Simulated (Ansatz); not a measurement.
Amorphous Zr20O42Si, 63 atoms at 5.14 g/cm³, one PBE-relaxed geometry, zone centre. Methods: PBE, scalar-relativistic without spin-orbit coupling (Ansatz, a quantum-chemistry and plane-wave program); r2SCAN, scalar-relativistic without spin-orbit coupling (Ansatz); HSE06, scalar-relativistic without spin-orbit coupling (Ansatz). Plane waves to 420 eV (r2SCAN 500 eV); exact exchange is cut at the cell's faces. At PBE the levels at the filled edge of the gap are localised (band-tail or defect states). All rungs ran without spin polarisation.

It comes from a melt-quench run on a machine-learned potential (CHGNet), relaxed afterwards by DFT. O atoms were pushed apart under 1.9 Å during the dynamics, to hinder bonds among them. The hot cell started wider than the set density and was brought back towards it in steps. It is the lowest in DFT energy of 2 quenches. It is a model cell: composition and starting density were chosen by hand, and all elements were melted together. No dispersion term was used. Its density started from a set value of 5.14 and ended at 5.14 g/cm³. The simulated quench (nominally 300 K/ps over its main leg) is rapid and tends to freeze in more defects than a deposited or slowly cooled glass has. Values belong to this one cell and scatter from quench to quench. The volume was held where the preparation left it and the shape relaxed, at a PBE pressure of -0.2 GPa (tension). Stress components on the final sampling reach 0.7 GPa. Cycles of charging lowered its energy after that relaxation.

The relaxation ran on the zone centre alone. At PBE the level gap is 3.43 eV on a 2×2×2 Γ-centred mesh, and the spacing at the zone centre alone 3.48 eV.

Question: What zone-centre spacing does r2SCAN give, roughly?

Answer: 3.93 eV (+0.46 eV against PBE).

Question: What zone-centre spacing does HSE06 give, roughly?

Answer: 5.02 eV (+1.54 eV against PBE).

The highest filled and the lowest empty state spread over these numbers of atoms (participation numbers): PBE: 7.4 and 24.0; r2SCAN: 7.2 and 20.4; HSE06: 7.7 and 18.6.
